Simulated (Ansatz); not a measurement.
Base system: CsPbCl3 in the cubic perovskite structure (space group Pm-3m, No. 221; a = 5.7356 Å).

The values are results of Ansatz (a quantum-chemistry and plane-wave program), PBE, PAW, cutoff 420 eV, no spin-orbit coupling, not measurements.

For the base:

* **Electron mass**: 0.12, 0.93, 0.93 mₑ (at R)

Modification: the cell is scaled by 1.0093 in all directions; the atoms relax in the strained cell.

### Question
Estimate the effect on the electron mass.

### Answer
The electron mass (degenerate bands, along [100]) becomes 0.12, 0.98, 0.98 mₑ (at R) (base: 0.12, 0.93, 0.93 mₑ (at R)).

### Question
Estimate the effect on the energy relative to the base.

### Answer
The energy rises by 1.9 meV/atom.

### Question
What does the calculation give for the mean gap deformation potential ΔEg/Δln V after the change?

### Answer
The mean gap deformation potential ΔEg/Δln V is +3.4 eV.

Spin-orbit coupling, missing from the scalar runs, can matter with Pb. Masses are band curvatures over ±0.01 Å⁻¹ around the edge. Stability against distortions was not tested. Many cubic perovskites are stable only at high temperature; tilts and polar distortions were not tested. This is not the structure that CsPbCl3 has at room temperature and ambient pressure.
